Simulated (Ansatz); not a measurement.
# Smallest direct gap on the k points sampled of SbSBr (model structure, from the BiTeI type, P3m1, No. 156) at several levels of theory

No measured value is used here.

| level (code) | value (eV) |
|---|---|
| LDA (Ansatz) | 1.30 |
| PBE+SOC (Ansatz) | … |
| PBEsol+SOC (Ansatz) | 1.12 |
| HSE06+SOC (Ansatz) | 1.61 |
| PBE0 (Ansatz) | 2.40 |

Q: Some entries are withheld; supply them.

A: 
- PBE+SOC (Ansatz, a quantum-chemistry and plane-wave program), value (eV): 1.16

Computed values are for a static lattice. Levels without +SOC have no spin–orbit coupling; where heavier elements are present it shifts gaps, mostly down, and can invert bands.  Values are at the PBE-D3(BJ) cell. Cutoffs and k meshes differ between the levels. Ansatz's density-functional and Hartree–Fock values are scalar-relativistic unless marked +SOC, with PAW data made under PBE.

A model structure was made by putting elements into a prototype or built by hand; it is no filed structure, need not be a known phase, and can be a saddle point held by its symmetry.
